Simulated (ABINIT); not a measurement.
# A series of runs on PbF2 (Fm-3m, 3 atoms in the cell)

```xyz
3
Lattice="0.0000 2.9585 2.9585 2.9585 0.0000 2.9585 2.9585 2.9585 0.0000" Properties=species:S:1:pos:R:3 pbc="T T T"
Pb     0.0000     0.0000     0.0000
F      4.4378     4.4378     4.4378
F      1.4793     1.4793     1.4793
```

Base run A: ABINIT with PBE, norm-conserving pseudopotentials (PseudoDojo nc-sr-05 PBE standard), self-consistent single point.

Its settings: pseudos = [Pb.upf, F.upf]; ecut = 84 Ry; occopt = 1; ngkpt = 10 10 10; nshiftk = 1; shiftk = 0 0 0; potentials = PseudoDojo nc-sr-05 PBE standard; nband = 16; kptopt = 1; nstep = 100; tolvrs = 1e-10; diemac = 12.

The starting cell comes from a database of computed structures (which also holds hypothetical and non-ambient phases and stackings), without a prior relaxation at this level. Its lattice was rescaled by a random factor within 2.5 % of one. Spin-orbit coupling is off.

ΔF is the free energy per atom less that of run A. 

Run A gave: pressure (GPa) 2.86; gap on the mesh (eV) 4.444; iterations 13.

Runs:
- B: wfoptalg: default → 114; paral_kgb: default → 1
- C: istwfk: default → *1; wfoptalg: default → 1; paral_kgb: default → 1
- D: rmm_diis: default → 1
- E: wfoptalg: default → 10

Task: Which runs reach the base run's state, and which is quickest in iterations?

Result: Runs B, C, D, E reached the same state as A (within 1 meV/atom). The fewest iterations to that state were 10 (B); the most were 52.

| run | ΔF (meV/atom) | pressure (GPa) | gap on the mesh (eV) | iterations |
|---|---|---|---|---|
| A | 0.00 | 2.86 | 4.444 | 13 |
| B | 0.00 | 2.86 | 4.444 | 10 |
| C | 0.00 | 2.86 | 4.445 | 52 |
| D | 0.00 | 2.86 | 4.444 | 19 |
| E | 0.00 | 2.86 | 4.444 | 14 |
